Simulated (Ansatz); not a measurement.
**A computed series for Ti3Al: response to strain**

The parent structure is Ti3Al (space group P6_3/mmc, No. 194; a = 5.747 Å, c = 4.632 Å). Axes: x lies along a and z along c of the hexagonal cell.

Strains are applied to the cell and any free atomic positions relax; under biaxial strain the out-of-plane vector relaxes too.

Computed with Kohn–Sham DFT with the r2SCAN functional, run in Ansatz (an electronic-structure program) with PAW and 500 eV plane waves, scalar-relativistic without spin-orbit coupling, earlier PAW set.

Candidates:
(a) biaxial strain −1.70 %, plane normal [001], relaxed out of plane
(b) isotropic strain +1.40 %
(c) uniaxial strain ε_xx = −0.43 %

Notes on the quantities. energy relative to the base: free energy F.

Task: Order them by energy relative to the base, highest first.

Result: (b) isotropic strain +1.40 % (+11 meV/atom), (a) biaxial strain −1.70 %, plane normal [001], relaxed out of plane (+8.0 meV/atom), (c) uniaxial strain ε_xx = −0.43 % (+0.2 meV/atom)

Whether these cells are dynamically stable was not tested. The final runs are not spin-polarised.
